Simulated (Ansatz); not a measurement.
We consider CsCl-type TiCo, described by RPBE in Ansatz (PAW).

Numerical settings: plane-wave cutoff 520 eV, 16×16×16 k mesh, Fermi–Dirac smearing 0.1 eV, perturbation theory, no spin polarisation, scalar-relativistic PAW data made under PBE.

Computed at the level's own relaxed cell.

Task: Predict the TO(Γ) frequency.

Result: 
- TO(Γ) frequency: 209 cm⁻¹

Ansatz is an electronic-structure program.
